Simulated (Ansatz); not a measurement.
The cell is made up: elements placed on another compound's structure type, so the phase may be hypothetical.

By PBEsol, the system below comes out a metal.

The ballistic (Sharvin) conductance counts the channels at the Fermi level: G/A = (e²/h) × channels of both spins per area.

Here is the system:

```xyz
5
Lattice="4.1610 0.0000 0.0000 0.0000 4.1610 0.0000 0.0000 0.0000 4.1610" Properties=species:S:1:pos:R:3 pbc="T T T"
Ga     0.0000     0.0000     0.0000
Pt     0.0000     2.0805     2.0805
Pt     2.0805     0.0000     2.0805
Pt     2.0805     2.0805     0.0000
N      2.0805     2.0805     2.0805
```

Space group of this cell: Pm-3m, anti-perovskite. The cell was relaxed by PBE-D3(BJ); by PBEsol its mean pressure is -2.1 GPa.

The current flows along the normal of the first two printed cell vectors. No spin-orbit coupling; the value is a mean over 0.1 eV about the Fermi level.

**Question.** State the ballistic conductance per area according to Ansatz (a quantum-chemistry and plane-wave program) with PBEsol.

**Answer.** 0.92 × 10¹⁵ S/m² for both spins.
